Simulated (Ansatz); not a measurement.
Ansatz (a quantum-chemistry and plane-wave program) run on the (001) slab of Ba(GaH)2 (cut from a parent of space group no. 164; 10 atoms in the cell): self-consistent single point.

Method of the run: LDA (PW92), default PAW files made with PBE (plane waves; Ansatz).

```
CELL_PARAMETERS angstrom
      4.51261     0.00000     0.00000
     -2.25631     3.90804     0.00000
      0.00000     0.00000    23.62131
ATOMIC_POSITIONS crystal
  Ba 0.00000 0.00000 0.39490
  Ga 0.33333 0.66667 0.49345
  Ga 0.66667 0.33333 0.29634
  H  0.33333 0.66667 0.42284
  H  0.66667 0.33333 0.36696
  Ba 0.00000 0.00000 0.60511
  Ga 0.33333 0.66667 0.70366
  Ga 0.66667 0.33333 0.50655
  H  0.33333 0.66667 0.63304
  H  0.66667 0.33333 0.57717
```

Reference input (self-consistent single point, DFT, LDA (PW92), plane waves, default PAW files made with PBE): basis.ecutwfc = 420 eV; kpoints.mp_grid.grid = 8 8 1; hamiltonian.xc = lda; hamiltonian.pseudopotentials = {kind: paw} (the program's default PAW files); scf.occupations.method = fermi_dirac; scf.occupations.width = 0.1 eV. This run's input differs from it in these lines:

Ansatz 0.2 input:
```diff
@@ -18,3 +18,3 @@
 basis:
-  ecutwfc: 420.0 eV
+  ecutwfc: 250.0 eV
 kpoints:
```

Output, abridged:

```
SCF iter   1: F=—  HF=-26445.600529 eV  |F-HF|=—  |Δ(HF+E_count)|=         —  Δρ=8.76e-3  dr2=2.00e-1  ethr=1.77e-3  ⟨swp⟩=13.8  Hψ=2820  notcnv=0  defer=1
all-band conjugate gradients solve this SCF's bands
preconditioner: auto → LDOS
SCF iter   2: F=—  HF=-26445.685999 eV  |F-HF|=—  |Δ(HF+E_count)|=   8.55e-2  Δρ=1.96e-2  dr2=9.01e-1  ethr=2.63e-4  ⟨swp⟩=3.1  Hψ=1474  notcnv=0  defer=2
   [... lines left out ...]
SCF iter   5: F=—  HF=-26444.823378 eV  |F-HF|=—  |Δ(HF+E_count)|=   1.45e-4  Δρ=1.12e-4  dr2=6.66e-5  ethr=6.97e-7  ⟨swp⟩=2.0  Hψ=840  notcnv=0  defer=2
SCF iter   6: F=—  HF=-26444.823325 eV  |F-HF|=—  |Δ(HF+E_count)|=   5.30e-5  Δρ=3.84e-5  dr2=1.71e-5  ethr=8.77e-8  ⟨swp⟩=2.0  Hψ=842  notcnv=0  defer=2
SCF iter   7: F=—  HF=-26444.823325 eV  |F-HF|=—  |Δ(HF+E_count)|=   4.30e-7  Δρ=1.33e-5  dr2=1.39e-6  ethr=2.25e-8  ⟨swp⟩=2.0  Hψ=845  notcnv=0  defer=2
SCF iter   8: F=-26444.823325 eV  HF=-26444.823325 eV  |F-HF|=1.27e-8  |Δ(HF+E_count)|=   5.68e-8  Δρ=2.91e-6  dr2=8.35e-8  ethr=1.32e-10  ⟨swp⟩=9.9  Hψ=2448  notcnv=0
SCF 1 converged in 8 iterations: F = -26444.823325 eV  dr2 = 8.35e-8
Free energy (F): -26444.823325 eV
Internal energy: -26444.732324 eV  (E = F + TS)
E sigma→0 (E₀):  -26444.777824 eV
Entropy (-TS):   -0.091000 eV (-9.100 meV/atom)
Fermi energy:    0.784947 eV
--- Forces (eV/Å), atoms counted from 1 ---
  atom   1  Ba     0.00000000    -0.00000000     0.46496311
  atom   2  Ga     0.00000000     0.00000000     0.28633464
  atom   3  Ga     0.00000000    -0.00000000    -1.34672852
  atom   4  H      0.00000000    -0.00000000    -0.43059162
  atom   5  H      0.00000000     0.00000000     1.32704699
  atom   6  Ba     0.00000000     0.00000000    -0.46496311
  atom   7  Ga    -0.00000000     0.00000000     1.34672852
  atom   8  Ga     0.00000000    -0.00000000    -0.28633464
  atom   9  H      0.00000000    -0.00000000    -1.32704699
  atom  10  H      0.00000000     0.00000000     0.43059162
--- Stress (GPa, compression-positive) ---
       -2.186852       0.000000       0.000000
        0.000000      -2.186852      -0.000000
        0.000000      -0.000000       1.459426
  P = ⅓ Tr σ = -0.9714 GPa (-9.714 kbar)
  The stress holds the Pulay correction. Without it, at fixed plane waves, as pw.x and ABINIT print it: P = -15.2511 GPa
```

The run converged in 8 iterations. Against the reference run the free energy rises by 542 meV/atom and the largest force goes from 1.197 to 1.347 eV/Å.

The starting cell comes from a database of computed structures (which also holds hypothetical and non-ambient phases and stackings), without a prior relaxation at this level. The slab is cut from that crystal, and its faces are unrelaxed. Its lattice was rescaled by up to half a per cent. Forces in this geometry exceed 1 eV/Å. The cutoff lies below the one recommended for these files.
